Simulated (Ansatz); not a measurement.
CdTe (I-4m2), r2SCAN with spin-orbit coupling, rigid bands (Ansatz, an electronic-structure program): Condition of this run: uniaxial stress along [001] of 0.5 GPa (compression positive) (the target of the relaxation). band gap 0.98 eV, N_c = 7.15e17 cm⁻³ and N_v = 7.48e18 cm⁻³ at 300 K, conductivity masses along z (a = (0.00, 3.27, 3.17) Å; b = (3.27, 0.00, 3.17) Å; c = (3.27, 3.27, 0.00) Å) of 0.0983 mₑ (electrons) and 0.383 mₑ (holes). Take k_BT = 0.02585 eV.

Task: What thermal injection velocity √(2k_BT/πm) limits a ballistic channel along the direction named?

Result: 1.72e7 cm/s for electrons and 8.69e6 cm/s for holes, a ratio of √(m_h/m_e) = 1.97, for dilute carriers.

Task: Find the intrinsic carrier density and the intrinsic Fermi level.

Result: n_i = √(N_c N_v) exp(−E_g/2k_BT) = 2.31e18 × exp(−18.95) = 1.4e10 cm⁻³. The level lies (k_BT/2) ln(N_v/N_c) = 30 meV from mid-gap (positive towards the conduction band). Each 0.1 eV added to the gap lowers n_i by a factor of 6.9.

Rigid, parabolic bands with the computed gap; masses take one relaxation time for all states. Geometry: cell and atoms relaxed with PBEsol.
